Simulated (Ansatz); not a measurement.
The structure below was relaxed with Ansatz (a quantum-chemistry and plane-wave program) PBEsol, no spin-orbit coupling, at pressure 0.7 GPa.

```
ZrSiS
1.0
    3.51339     0.00000     0.00000
    0.00000     3.51339     0.00000
    0.00000     0.00000     8.01411
Zr Si S
2 2 2
Direct
  0.00000   0.50000   0.72893
  0.50000   0.00000   0.27107
  0.00000   0.00000   0.00000
  0.50000   0.50000   0.00000
  0.50000   0.00000   0.62034
  0.00000   0.50000   0.37966
```

Problem. Find the space group and the Wyckoff positions.

Solution. Space group P4/nmm, origin choice 1 (No. 129); a = b = 3.5134 Å, c = 8.0141 Å, α = β = γ = 90.00°

```json
[
 {"atom": "Zr", "site": "2c", "symmetry": "4mm", "x": "0.5000", "y": "0.0000", "z": "0.2711"},
 {"atom": "Si", "site": "2a", "symmetry": "-4m2", "x": "0.0000", "y": "0.0000", "z": "0.0000"},
 {"atom": "S", "site": "2c", "symmetry": "4mm", "x": "0.0000", "y": "0.5000", "z": "0.3797"}
]
```

Problem. Describe the coordination.

Solution. The crystal has 6 atoms in its conventional cell. Cell: a = 3.513 Å, b = 3.513 Å, c = 8.014 Å, α = 90.00°, β = 90.00°, γ = 90.00°. Zr has 4 S at 2.632 Å and 1 S at 2.799 Å and 4 Si at 2.794 Å. Si is coordinated by 4 Si at 2.484 Å and 4 Zr at 2.794 Å. S is coordinated by 4 Zr at 2.632 Å and 1 Zr at 2.799 Å. (Neighbours: up to the widest gap in distance over summed covalent radii, below 1.35, at either atom; cation-cation and far metal-metal contacts left out.)

Load acts through the strain it causes; cell and atoms are relaxed under it. Stability against distortions was not tested. All final runs are without spin polarisation. The cell was made from ZrSiS (space group P4/nmm, No. 129) by this change: pressure 0.7 GPa.
